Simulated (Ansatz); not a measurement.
# Pt: pressure series

Take Pt in the fcc (Cu type) structure (space group Fm-3m, No. 225; a = 3.970 Å) as the base.

Cell and atoms are relaxed at each pressure.

The values are results of plane-wave PAW DFT at the PBE level (Ansatz, a first-principles code, 420 eV), no SOC, earlier PAW set, not measurements.

```tsv
pressure (GPa)	volume per atom (Å³/atom)
-2	15.774
-1	15.709
0	15.644
3	15.461
15	14.844
30	?
50	13.619
75	13.011
100	12.525
```

### Question
Fit the third-order Birch–Murnaghan form P(V) = (3B₀/2)[(V₀/V)^(7/3) − (V₀/V)^(5/3)]·[1 + (3/4)(B₀′ − 4)((V₀/V)^(2/3) − 1)] (squares taken in P) to the rows shown and predict the withheld row.

### Answer
Least squares on the printed values gives V₀ = 15.644 Å³/atom, B₀ = 250 GPa, B₀′ = 5.3; this predicts 14.245 Å³/atom, and the run gives 14.244 Å³/atom, in agreement.

Measured bulk modulus of Pt: 289 GPa (static lattice; corrected from measurement; as listed in H. Levämäki et al., Physical Review B (2014)); the computed value is 13 % below it.

Load acts through the strain it causes; cell and atoms are relaxed under it. Stability against distortions was not tested. Competing high-pressure phases were not computed. The final runs are not spin-polarised.
